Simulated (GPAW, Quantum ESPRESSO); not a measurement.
A GPAW input for a self-consistent single point of ZrGa5Co (P1, 7 atoms in the cell) (DFT PBEsol, plane waves, GPAW PAW datasets PBEsol (made by gpaw-setup)):

```python
from ase import Atoms
from ase.units import GPa
from gpaw import GPAW, PW, FermiDirac

atoms = Atoms(['Zr', 'Ga', 'Ga', 'Ga', 'Ga', 'Ga', 'Co'],
              cell=[[4.106050, 0.000000, 0.000000],
                    [0.000000, 4.106050, 0.000000],
                    [0.000000, 0.000000, 6.572310]],
              scaled_positions=[[0.001031, -0.013326, -0.002668],
                                [-0.001384, 0.486835, 0.305479],
                                [-0.004134, 0.511344, 0.701389],
                                [0.476597, 0.004711, 0.310345],
                                [0.518879, -0.012612, 0.691424],
                                [0.512028, 0.502012, -0.006235],
                                [-0.003018, 0.021036, 0.500267]],
              pbc=True)

calc = GPAW(mode=PW(800),
            xc='PBEsol',
            kpts=(5, 5, 3),
            occupations=FermiDirac(0.1),
            nbands=-13,
            convergence={'forces': 0.001},
            symmetry={'symmorphic': False, 'tolerance': 0.0005},
            maxiter=120)

atoms.calc = calc

energy = atoms.get_potential_energy()
print('Energy (eV):', round(energy, 6))
forces = atoms.get_forces()
print('Forces (eV/Ang):')
print(forces.round(5))
stress = atoms.get_stress()
print('Stress (GPa, Voigt):', (stress / GPa).round(4))
```

Question: Give the Quantum ESPRESSO input for the same structure, mesh, smearing and functional.

Answer: One input that does it (others would too):

```fortran
&control
   calculation = 'scf',
   outdir = './work',
   pseudo_dir = './',
   tprnfor = .true.,
   tstress = .true.,
/
&system
   ibrav = 0,
   nat = 7,
   ntyp = 3,
   ecutwfc = 100,
   occupations = 'smearing',
   smearing = 'fermi-dirac',
   degauss = 0.0073499,
/
&electrons
   conv_thr = 1.0d-9,
/
ATOMIC_SPECIES
Zr    91.2240  Zr.upf
Ga    69.7230  Ga.upf
Co    58.9332  Co.upf
ATOMIC_POSITIONS angstrom
Zr    0.0042333375   -0.0547172223   -0.0175349231
Ga   -0.0056827732    1.9989688517    2.0077026865
Ga   -0.0169744107    2.0996040312    4.6097459386
Ga    1.9569311118    0.0193436015    2.0396835470
Ga    2.1305431179   -0.0517855026    4.5442528694
Ga    2.1024125694    2.0612863726   -0.0409783528
Co   -0.0123920589    0.0863748678    3.2879098068
K_POINTS automatic
5 5 3  0 0 0
CELL_PARAMETERS bohr
   7.7593099540     0.0000000000     0.0000000000
   0.0000000000     7.7593099540     0.0000000000
   0.0000000000     0.0000000000    12.4198659061
```

Basis, cutoffs, solver keys and any potentials are the target program's own. This input uses DFT, PBEsol, plane waves, PseudoDojo standard norm-conserving (PBESOL) pseudopotentials.

The starting cell comes from a database of computed structures (which also holds hypothetical and non-ambient phases and stackings), without a prior relaxation at this level. For this run, on top of that: atoms moved at random.
